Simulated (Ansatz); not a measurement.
Consider CuAu (space group P4/mmm, No. 123; a = 2.813 Å, c = 3.593 Å; relaxed with 0.1 eV smearing). Axes: x, y, z lie along a, b, c of the conventional cell.

Method: PBEsol (Ansatz, a program for electronic structure, PAW, no SOC).

Perturbation: the cell is compressed by 1.50 % along x with no lateral relaxation; the atoms relax in the strained cell.

Task: Predict the stress tensor and what it implies for the stiffness.

Result: Stress of the strained cell less that of the base (GPa, compression positive):
```
    3.5     0.0     0.0
    0.0     2.3     0.0
    0.0     0.0     2.5
```

Then −Δσ_ii/ε with ε = -0.0150 gives secant stiffness values (nonlinear terms included at this strain): C11 ≈ 232 GPa, C12 ≈ 152 GPa and C13 ≈ 166 GPa.

Stability against distortions was not tested. The final runs are not spin-polarised.
